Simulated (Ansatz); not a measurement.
Response to strain in Ti3Al

Base system: Ti3Al (space group P6_3/mmc, No. 194; a = 5.755 Å, c = 4.655 Å). Axes: x lies along a and z along c of the hexagonal cell.

Strains are applied to the cell and any free atomic positions relax; under biaxial strain the out-of-plane vector relaxes too; under stress the whole cell relaxes.

Method: PBE (Ansatz, a program for electronic structure; PAW; 420 eV plane waves; no spin-orbit coupling), earlier PAW set.

Candidates:
(a) biaxial strain +0.71 %, plane normal [001], relaxed out of plane
(b) biaxial strain +2.13 %, plane normal [001], relaxed out of plane
(c) isotropic strain −2.87 %
(d) uniaxial stress, 8 GPa compression along z
(e) biaxial strain +3.09 %, plane normal [001], relaxed out of plane

Notes on the quantities. energy relative to the base: free energy F.

Order them by energy relative to the base, lowest first.

(a) biaxial strain +0.71 %, plane normal [001], relaxed out of plane (+1.2 meV/atom), (b) biaxial strain +2.13 %, plane normal [001], relaxed out of plane (+10 meV/atom), (d) uniaxial stress, 8 GPa compression along z (+19 meV/atom), (e) biaxial strain +3.09 %, plane normal [001], relaxed out of plane (+21 meV/atom), (c) isotropic strain −2.87 % (+48 meV/atom)

Beyond what the load breaks, stability against distortions was not tested. All final runs are without spin polarisation.
